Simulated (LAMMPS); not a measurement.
LAMMPS 22 Jul 2025, classical MD, SNAP (Ge_Zuo_JPCA2020.snapcoeff): Ge, 1728 atoms.

```json
{
  "task": "MD, nve",
  "potential": "SNAP, Ge_Zuo_JPCA2020.snapcoeff Ge_Zuo_JPCA2020.snapparam",
  "copies_of_the_repeat_unit": "6×6×6",
  "shape (slab and sphere leave vacuum in the box)": "bulk",
  "neighbor_skin": "2 Å",
  "neigh_modify": "every 1 delay 0 check yes",
  "newton": "on (default)",
  "atom_modify sort (bins of 2 Å where set)": "1000 (default)",
  "comm_style": "brick (default)",
  "box": "33.9 × 33.9 × 33.9 Å",
  "start": "generated diamond lattice, warmed in an untimed run"
}
```

All runs start from one configuration, warmed at this fixed volume for 300 steps under a thermostat at 300 K. The run at the shortest step has a mean temperature of 295 K and a mean pressure of 4.9 GPa.

Each run covers about 0.40 ps at constant energy (mean temperature 295 K at the shortest step); σ is the standard deviation over the printed steps. Each setting ran once; only counts and results are compared.

Steps tried: 0.5 fs, 1 fs, 2 fs, 2.5 fs, 4 fs, 5 fs, 8 fs, 10 fs, 16 fs, 20 fs, 32 fs.

Problem. Up to which step does the ratio σ(E total)/σ(E kinetic) stay under 10 %, and what happens beyond?

Solution. 10 fs.

```json
[
 {"time step": "0.5 fs", "σ(E total)/σ(E kinetic)": "0.00013", "last minus first total energy (meV/atom)": "under 0.001", "mean temperature (K)": "295"},
 {"time step": "1 fs", "σ(E total)/σ(E kinetic)": "0.00051", "last minus first total energy (meV/atom)": "under 0.001", "mean temperature (K)": "295"},
 {"time step": "2 fs", "σ(E total)/σ(E kinetic)": "0.0020", "last minus first total energy (meV/atom)": "under 0.001", "mean temperature (K)": "295"},
 {"time step": "2.5 fs", "σ(E total)/σ(E kinetic)": "0.0032", "last minus first total energy (meV/atom)": "−0.0012", "mean temperature (K)": "295"},
 {"time step": "4 fs", "σ(E total)/σ(E kinetic)": "0.0081", "last minus first total energy (meV/atom)": "−0.0029", "mean temperature (K)": "294"},
 {"time step": "5 fs", "σ(E total)/σ(E kinetic)": "0.013", "last minus first total energy (meV/atom)": "−0.0038", "mean temperature (K)": "294"},
 {"time step": "8 fs", "σ(E total)/σ(E kinetic)": "0.032", "last minus first total energy (meV/atom)": "−0.0065", "mean temperature (K)": "292"},
 {"time step": "10 fs", "σ(E total)/σ(E kinetic)": "0.051", "last minus first total energy (meV/atom)": "−0.0027", "mean temperature (K)": "290"},
 {"time step": "16 fs", "σ(E total)/σ(E kinetic)": "0.14", "last minus first total energy (meV/atom)": "+0.098", "mean temperature (K)": "283"},
 {"time step": "20 fs", "σ(E total)/σ(E kinetic)": "0.25", "last minus first total energy (meV/atom)": "+0.45", "mean temperature (K)": "276"},
 {"time step": "32 fs", "σ(E total)/σ(E kinetic)": "3.0", "last minus first total energy (meV/atom)": "+81", "mean temperature (K)": "306"}
]
```

The bar is a choice.
